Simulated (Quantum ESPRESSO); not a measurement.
Input and output of a self-consistent single point for ScHg3 (P6_3/mmc, 8 atoms in the cell) (Quantum ESPRESSO).

Level of theory: LDA (PZ), GBRV 1.5 ultrasoft (LDA) pseudopotentials (plane waves; Quantum ESPRESSO).

```
CELL_PARAMETERS angstrom
      6.38221     0.00000     0.00000
     -3.19110     5.52715     0.00000
      0.00000     0.00000     4.79894
ATOMIC_POSITIONS crystal
  Sc 0.66667 0.33333 0.75000
  Sc 0.33333 0.66667 0.25000
  Hg 0.66141 0.83071 0.75000
  Hg 0.33859 0.16930 0.25000
  Hg 0.83071 0.66141 0.25000
  Hg 0.16930 0.33859 0.75000
  Hg 0.16930 0.83071 0.75000
  Hg 0.83071 0.16930 0.25000
```

Reference input (self-consistent single point, DFT, LDA (PZ), plane waves, GBRV 1.5 ultrasoft (LDA) pseudopotentials): ecutwfc = 50 Ry; ecutrho = 400 Ry; occupations = smearing; smearing = gauss; degauss = 0.0073499 Ry; potentials = {Sc: sc_lda_v1.uspp.F.UPF, Hg: hg_lda_v1.uspp.F.UPF}; K_POINTS = automatic 4 4 5 0 0 0; conv_thr = 1e-10 Ry. This run's input differs from it in these lines:

```diff
@@ -36,3 +36,3 @@
 K_POINTS {automatic}
-4 4 5  0 0 0
+4 4 4  0 0 0
```

Output, abridged:

```
     Self-consistent Calculation

     iteration #  1     ecut=    50.00 Ry     beta= 0.70

     Threshold (ethr) on eigenvalues was too large:
     Diagonalizing with lowered threshold

     total energy              =    -833.60379963 Ry
     estimated scf accuracy    <       0.56951371 Ry

     iteration #  2     ecut=    50.00 Ry     beta= 0.70

     total energy              =    -833.64902174 Ry
     estimated scf accuracy    <       1.96462218 Ry

     iteration #  3     ecut=    50.00 Ry     beta= 0.70

     total energy              =    -833.93025648 Ry
     estimated scf accuracy    <       0.01524204 Ry

   [... 9 blocks of this kind left out ...]

     iteration # 13     ecut=    50.00 Ry     beta= 0.70

     total energy              =    -833.93842326 Ry
     estimated scf accuracy    <          1.1E-10 Ry

     iteration # 14     ecut=    50.00 Ry     beta= 0.70
     End of self-consistent calculation

     the Fermi energy is    12.7413 ev

!    total energy              =    -833.93842326 Ry
     estimated scf accuracy    <          9.6E-12 Ry
     smearing contrib. (-TS)   =      -0.00169802 Ry
     internal energy E=F+TS    =    -833.93672524 Ry

     convergence has been achieved in  14 iterations

     Forces acting on atoms (cartesian axes, Ry/au):

     atom    1 type  1   force =    -0.00000000    0.00000000   -0.00000000
     atom    2 type  1   force =     0.00000000    0.00000000    0.00000000
     atom    3 type  2   force =     0.00023886    0.00013791   -0.00000000
     atom    4 type  2   force =    -0.00023886   -0.00013791    0.00000000
     atom    5 type  2   force =     0.00000000    0.00027581    0.00000000
   [... lines left out ...]

     Total force =     0.000676     Total SCF correction =     0.000010

          total   stress  (Ry/bohr**3)                   (kbar)     P=      -45.35
  -0.00028831  -0.00000000   0.00000000          -42.41       -0.00        0.00
  -0.00000000  -0.00028831   0.00000000           -0.00      -42.41        0.00
   0.00000000   0.00000000  -0.00034828            0.00        0.00      -51.23

   JOB DONE.
```

The run converged in 14 iterations. Against the reference run the free energy drops by 7.4 meV/atom, the pressure stays near -4.54 GPa while the zz stress (positive for compression) goes from -4.64 to -5.12 GPa and the largest force moves little (0.009 to 0.007 eV/Å).

The starting cell comes from a database of computed structures (which also holds hypothetical and non-ambient phases and stackings), without a prior relaxation at this level. Its lattice was rescaled by a random factor within 2.5 % of one. With a pressure of about -5 GPa the cell is away from its equilibrium volume at this level.

Cost on one core of a shared machine: roughly 3 min.
